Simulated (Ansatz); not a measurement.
# A computed series for SrZrO3: pressure series

Base system: SrZrO3 (space group Imma, No. 74; a = 5.795 Å, b = 8.135 Å, c = 5.814 Å; a cell from a computed database, its experimental status unchecked).

Cell and atoms are relaxed at each pressure.

The values are results of Kohn–Sham DFT with the PBEsol functional, run in Ansatz (a quantum-chemistry and plane-wave program) with PAW and 420 eV plane waves, no spin-orbit coupling, not measurements.

Notes on the quantities. enthalpy: H = E + PV relative to the base's energy.

```csv
change,band gap,volume per atom,smallest direct gap,enthalpy
base,3.59 eV,13.70 Å³,3.67 eV,–
pressure −2 GPa,3.56 eV,13.88 Å³,3.65 eV,-0.17 eV/atom
pressure −1 GPa,3.57 eV,13.79 Å³,3.66 eV,-0.09 eV/atom
pressure 0.3 GPa,3.60 eV,13.68 Å³,3.67 eV,+0.03 eV/atom
pressure 0.7 GPa,3.60 eV,[?],3.67 eV,+0.06 eV/atom
pressure 1.5 GPa,3.61 eV,13.58 Å³,3.68 eV,+0.13 eV/atom
pressure 3 GPa,3.64 eV,13.46 Å³,[?],+0.25 eV/atom
pressure 5 GPa,3.66 eV,13.30 Å³,3.71 eV,+0.42 eV/atom
pressure 7.5 GPa,3.70 eV,[?],3.72 eV,+0.63 eV/atom
pressure 10 GPa,3.73 eV,12.95 Å³,3.73 eV,+0.83 eV/atom
```

Task: Fill in the withheld entries from the trend.

Result: 
- pressure 0.7 GPa, volume per atom: 13.64 Å³
- pressure 3 GPa, smallest direct gap: 3.69 eV
- pressure 7.5 GPa, volume per atom: 13.12 Å³

Load acts through the strain it causes; cell and atoms are relaxed under it. Whether these cells are dynamically stable was not tested. Competing high-pressure phases were not computed.
